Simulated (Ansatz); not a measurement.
The parent structure is ZnO in the wurtzite structure (space group P6_3mc, No. 186; a = 3.230 Å, c = 5.214 Å).

Calculations: PBEsol (Ansatz, a first-principles code), no SOC.

For the base:

* **Gap character**: direct at Γ
* **Valence-band top at Γ**: 0.00, 0.00, -0.10 eV

One thing is altered: the cell is scaled by 1.0060 in all directions, atoms relaxed at fixed cell.

### Question
How does this affect the gap character?

### Answer
The gap character remains direct at Γ.

### Question
What happens to the valence-band top at Γ?

### Answer
The valence-band top at Γ (three highest levels, from the VBM) becomes 0.00, 0.00, -0.09 eV (base: 0.00, 0.00, -0.10 eV).

The cells carry an imposed strain or load. Gaps are Kohn–Sham eigenvalue differences; semilocal functionals usually give less than the measured gap. No phonon test of stability was made.
